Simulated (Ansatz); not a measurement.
Take GaAs in the zinc blende structure (space group F-43m, No. 216) as the base.

```
CELL_PARAMETERS angstrom
      0.00000     2.80140     2.80140
      2.80140     0.00000     2.80140
      2.80140     2.80140     0.00000
ATOMIC_POSITIONS crystal
  Ga 0.00000 0.00000 0.00000
  As 0.25000 0.25000 0.25000
```

Cartesian axes are those of the cell as printed.

Computed with LDA (Ansatz, a program for electronic structure; PAW; 420 eV plane waves; no SOC).

Strains are applied to the cell and any free atomic positions relax; under biaxial strain the out-of-plane vector relaxes too.

One change was made to it. Results:

```csv
quantity,base,after
shortest interatomic distance,2.426 Å,2.388 Å
energy relative to the base (free energy F),0 meV/atom,+16 meV/atom
band gap,0.49 eV,0.61 eV
"pressure (mean of the normal stresses, compression positive)",0.01 GPa,3.15 GPa
```

Question: Which change produced these results?
A) biaxial strain +0.83 %, plane normal [111], relaxed out of plane
B) biaxial strain −0.83 %, plane normal [111], relaxed out of plane
C) biaxial strain −2.50 %, plane normal [111], relaxed out of plane

Answer: C, biaxial strain −2.50 %, plane normal [111], relaxed out of plane. For comparison, the band gap in the other runs: biaxial strain −0.83 %, plane normal [111], relaxed out of plane gives 0.55 eV; biaxial strain +0.83 %, plane normal [111], relaxed out of plane gives 0.33 eV.

Whether these cells are dynamically stable was not tested.
